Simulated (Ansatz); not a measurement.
ZrGe2 (space group Cmcm, No. 63)

Space group Cmcm (No. 63); a = 3.795 Å, b = 14.917 Å, c = 3.764 Å, α = 90.00°, β = 90.00°, γ = 90.00°

```
atom  site  symmetry       x       y       z
----  ----  --------  ------  ------  ------
Zr      4c       m2m  0.0000  0.1045  0.7500
Ge      4c       m2m  0.0000  0.5595  0.2500
Ge      4c       m2m  0.0000  0.2502  0.2500
```
(The calculation used a cell of 6 atoms; values per cell refer to that cell.)

Level of theory: DFT with PBEsol, PAW potentials and a 420 eV plane-wave cutoff in Ansatz (a first-principles code), no spin-orbit coupling. Settings: 13×13×12 k-points, 0.05 eV Fermi–Dirac smearing.

The volume per atom comes out as 17.76 Å³ and the density is 7.37 g/cm³. The band gap is zero and the total energy is -4212.578 eV/atom (σ→0; compares only within this code and set-up).

Whether these cells are dynamically stable was not tested. The final runs are not spin-polarised.
